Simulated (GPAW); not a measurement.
Band structure of AgI (F-43m, 2 atoms in the cell).

```xyz
2
Lattice="0.0000 3.2500 3.2500 3.2500 0.0000 3.2500 3.2500 3.2500 0.0000" Properties=species:S:1:pos:R:3 pbc="T T T"
Ag     0.0000     0.0000     0.0000
I      1.6250     1.6250     1.6250
```

Level of theory: PBE, GPAW PAW datasets PBE (gpaw-data 1.0.1) (plane waves; GPAW).

Settings: mode = pw; ecut = 600 eV; xc = PBE; kpts = 9 9 9; mesh shift (steps) = 0 0 0; occupations.name = fermi-dirac; occupations.width = 0.05 eV; nbands = -6; convergence.forces = 0.001 eV/Å; convergence.bands = -4; symmetry.symmorphic = false; symmetry.tolerance = 0.0005; maxiter = 150; bandpath_npoints = 40.

The starting cell has typed, rounded lattice constants, without a prior relaxation at this level. Spin-orbit coupling is off.

Question: Predict the gap along the standard path and the places of the band edges.

Answer: The gap along the path is 1.34 eV, direct at Γ to within 0.01 eV.

Levels in eV from the top of the valence band on the SCF mesh, bands 9 to 16:
```json
[
 {"point": "Γ", "9": "-3.05", "10": "0.00", "11": "0.00", "12": "0.00", "13": "1.34", "14": "5.76", "15": "5.76", "16": "5.76"},
 {"point": "X", "9": "-2.92", "10": "-2.58", "11": "-1.78", "12": "-1.78", "13": "3.62", "14": "3.85", "15": "8.49", "16": "9.70"},
 {"point": "W", "9": "-2.82", "10": "-2.72", "11": "-2.14", "12": "-1.62", "13": "4.75", "14": "5.23", "15": "6.43", "16": "7.10"},
 {"point": "K", "9": "-3.01", "10": "-2.76", "11": "-1.99", "12": "-1.41", "13": "3.94", "14": "5.00", "15": "7.69", "16": "8.08"},
 {"point": "L", "9": "-3.01", "10": "-2.89", "11": "-0.72", "12": "-0.72", "13": "2.76", "14": "6.25", "15": "6.25", "16": "7.21"},
 {"point": "U", "9": "-3.01", "10": "-2.76", "11": "-1.99", "12": "-1.41", "13": "3.94", "14": "5.00", "15": "7.69", "16": "8.08"}
]
```
